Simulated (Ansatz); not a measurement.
An Ansatz (a first-principles code) input (PBE in Ansatz (plane waves to 420 eV, PAW, scalar-relativistic without spin-orbit coupling)):

Ansatz 0.2 input:
```yaml
crystal:
  lattice:
    - [-3.319589153, 3.319589153, 3.319589153]
    - [3.319589153, -3.319589153, 3.319589153]
    - [4.9793837295, 4.9793837295, -1.6597945765]
  atoms:
    - { symbol: Al, position: [0.0042857662, -0.0044963302, -0.0053272974] }
    - { symbol: Ta, position: [0.0018085965, 0.4955620446, -0.0027977411] }
    - { symbol: Ta, position: [0.4954209941, -0.0030776096, -0.0020984321] }
    - { symbol: Ta, position: [0.5017599227, 0.4981816867, 0.0056757236] }
    - { symbol: Ta, position: [0.3337176445, 0.3326144991, 0.3300211476] }
    - { symbol: Ta, position: [0.1687114152, 0.1701495021, 0.6634210012] }
    - { symbol: Ta, position: [0.3365617514, 0.8349024456, 0.3343434635] }
    - { symbol: Ta, position: [0.1668157909, 0.6648632535, 0.6671675282] }
    - { symbol: Ta, position: [0.8333622287, 0.3309943966, 0.3332229616] }
    - { symbol: Ta, position: [0.6607005116, 0.1621104979, 0.6675855311] }
    - { symbol: Ta, position: [0.8403541828, 0.8391281475, 0.332180806] }
    - { symbol: Ta, position: [0.6693065846, 0.6720200952, 0.6646690676] }
basis: { ecutwfc: 420, ecutrho_ratio: 4, xc_grid: 2, fft_grid_basis: typed }
kpoints: { mp_grid: { grid: [7, 7, 5] } }
hamiltonian:
  xc: pbe
  dispersion: none
  pseudopotentials: { kind: paw }
scf: { occupations: { method: fermi_dirac, width: 0.05 }, convergence: { dr2_threshold: 0.0000000012 } }
relax: { f_tol: 0.02, max_steps: 45 }
output: { forces: true, stress: true }
checkpoint: { write: state.ck, write_every: 1000 }
```

**Question.** Which symmetry and how many k-points will the program report, and about how many plane waves at Γ?

**Answer.** Space group P1 (ITA 1) with 1 operations, k-points 123 of 245, and 4325 plane waves at Γ.

**Question.** And the final pressure?

**Answer.** -2.19 GPa (compression positive).

In so small a cell the defect repeats every few ångströms: this is an ordered compound, not a dilute defect. All final runs are without spin polarisation. The cell was made from Ta in the bcc (W type) structure (space group Im-3m, No. 229) by this change: Al on a Ta site. The defect cell is not spin-polarised.
